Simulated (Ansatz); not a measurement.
Cubic perovskite KCoF3

The numbers are results of LDA (plane waves, hard PAW; Ansatz, an electronic-structure program), not measurements.

Numerical settings: plane-wave cutoff 1050 eV, 8×8×8 k mesh, Fermi–Dirac smearing 0.05 eV, ferromagnetic start, spin-polarised with parallel moments.

Cell: relaxed at this level.

```
Property                    Result
-------------------  -------------
volume per atom      12.34 Å³/atom
lattice parameter a        3.952 Å
```

Note: the magnetic order was assumed, not searched for or taken from measurement; the volume lies 9 % below that of the published cell.

It cost about 8 core-minutes (a rough figure) of CPU time.
